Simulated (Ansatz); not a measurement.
Take Mo in the bcc (W type) structure (space group Im-3m, No. 229; a = 3.112 Å; relaxed with 0.1 eV smearing) as the base. Axes: x, y, z lie along the cube axes.

All numbers come from LDA (Ansatz, an electronic-structure program, PAW, no spin-orbit coupling).

Before the change:

| Property | Result |
|---|---|
| Pressure | 0.0 GPa |

One thing is altered: tensor shear ε_xy = +1.43 % (engineering shear γ = 0.0286), atoms relaxed at fixed cell.

Task: What does the calculation give for the pressure after the change?

Result: The pressure (mean of the normal stresses, compression positive) goes from zero to 0.2 GPa.

The cells carry an imposed strain or load. Stability against distortions was not tested. The final runs are not spin-polarised.
